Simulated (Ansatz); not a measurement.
Consider the following.

End structure of a constructed model of the (0001) surface of hcp Co, ferromagnetic, a layer of Ru in place of the third plane (bottom of the slab: a bare face, its two planes held):

```yaml
crystal:
  lattice:
    - [2.49292, 0.00000, 0.00000]
    - [-1.24646, 2.15893, 0.00000]
    - [0.00000, 0.00000, 26.50000]
  atoms:
    - { symbol: Co, position: [0.66667, 0.33333, 0.30525] }
    - { symbol: Co, position: [0.33333, 0.66667, 0.38134] }
    - { symbol: Co, position: [0.66667, 0.33333, 0.45756] }
    - { symbol: Ru, position: [0.33333, 0.66667, 0.53798] }
    - { symbol: Co, position: [0.66667, 0.33333, 0.61979] }
    - { symbol: Co, position: [0.33333, 0.66667, 0.69341] }
```

Model: 6-atom slab, 10.3 Å thick at the start with caps and adatoms (thin: gaps and levels are the slab's own), 17x17x1 mesh, Fermi-Dirac 0.1 eV, dipole correction, 2 atoms held, the rest relaxed; held to the start's symmetry, so lower structures may exist; spin-polarised, ending with about 7.7 μB a cell; orders that need a larger cell were not tried, no spin-orbit, no U. In PBE it is, or lies within 0.01 eV a 1x1 cell of, the lowest of the 2 structures of its composition computed so far; subsurface sites and larger cells were not tried.

Task: Give the work function of the top face at the level Ansatz (a program for electronic structure) with PBE.

Result: 4.94 eV
